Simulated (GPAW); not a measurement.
Input and output of a self-consistent single point for Ir (Fm-3m, 1 atom in the cell) (GPAW).

Level of theory: PBEsol, GPAW PAW datasets PBEsol (made by gpaw-setup) (plane waves; GPAW).

```xyz
1
Lattice="0.0000 1.9507 1.9507 1.9507 0.0000 1.9507 1.9507 1.9507 0.0000" Properties=species:S:1:pos:R:3 pbc="T T T"
Ir     0.0000     0.0000     0.0000
```

Reference input (self-consistent single point, DFT PBE, plane waves, GPAW PAW datasets PBE (gpaw-data 1.0.1)): mode = pw; ecut = 550 eV; xc = PBE; kpts = 14 14 14; mesh shift (steps) = 0 0 0; occupations.name = methfessel-paxton; occupations.width = 0.136 eV; occupations.order = 0; nbands = -5; convergence.forces = 0.001 eV/Å; symmetry.symmorphic = false; symmetry.tolerance = 0.0005. This run's input differs from it in these lines:

```diff
@@ -12,3 +12,3 @@
 calc = GPAW(mode=PW(550),
-            xc='PBE',
+            xc='PBEsol',
             kpts={'size': (14, 14, 14), 'gamma': True},
```

Its files differ too (potentials: GPAW PAW datasets PBEsol (made by gpaw-setup)).

The program printed (abridged):

```
     iter     time        total  log10-change:
                         energy   eigst   dens  force
iter:   1 --:--:--   -10.341647
iter:   2 --:--:--   -10.342095   -1.32  -1.53
iter:   3 --:--:--   -10.372516   -1.50  -1.54
iter:   4 --:--:--   -10.320022   -3.14  -1.81
iter:   5 --:--:--   -10.346565   -1.66  -1.92
iter:   6 --:--:--   -10.282559   -2.35  -1.90
iter:   7 --:--:--   -10.282513   -4.15  -3.08
iter:   8 --:--:--   -10.282519c  -5.52  -3.04
iter:   9 --:--:--   -10.283500c  -4.24  -3.14
iter:  10 --:--:--   -10.295928   -2.86  -2.73
iter:  11 --:--:--   -10.283146   -2.96  -2.20
iter:  12 --:--:--   -10.282754   -4.88  -2.99
iter:  13 --:--:--   -10.282745c  -6.01  -3.83
iter:  14 --:--:--   -10.282751c  -6.39  -4.47c
iter:  15 --:--:--   -10.282746c  -6.76  -3.97
iter:  16 --:--:--   -10.282745c  -7.40c -4.61c
iter:  17 --:--:--   -10.282745c  -7.97c -4.59c  -infc
Converged after 17 iterations.

Dipole moment: (-0.000000, -0.000000, 0.000000) |e|*Ang

Energy contributions relative to reference atoms: (reference = -484347.881821)

Kinetic:         -4.405352
Potential:       +3.690230
External:        +0.000000
XC:              -9.334087
Entropy (-ST):   -0.013311
Local:           -0.226881
SIC:             +0.000000
--------------------------
Free energy:    -10.289401
Extrapolated:   -10.282745

Showing only first 2 kpts
 Kpt  Band  Eigenvalues  Occupancy
  0     5     10.13701    2.00000
  0     6     10.13701    2.00000
  0     7     12.64158    2.00000
  0     8     12.64158    2.00000

  1     5     10.29496    2.00000
  1     6     10.29496    2.00000
  1     7     12.39771    2.00000
  1     8     12.72434    2.00000

Fermi level: 13.65576

No gap
No difference between direct/indirect transitions
Energy (eV): -10.282745

Forces in eV/Ang:
  0 Ir    0.00000    0.00000    0.00000

Stress tensor:
     0.121534    -0.000000     0.000000
    -0.000000     0.121534    -0.000000
     0.000000    -0.000000     0.121534
Stress (GPa, Voigt): [19.4719 19.4719 19.4719 -0.      0.     -0.    ]
```

The run converged in 17 iterations. GPAW prints stress with tension positive. Against the reference run the pressure goes from -8.74 to -19.47 GPa.

The starting cell comes from a database of computed structures (which also holds hypothetical and non-ambient phases and stackings), without a prior relaxation at this level. Its lattice was rescaled by a random factor within 2.5 % of one. Spin polarisation is off. With a pressure of about -19 GPa the cell is away from its equilibrium volume at this level.
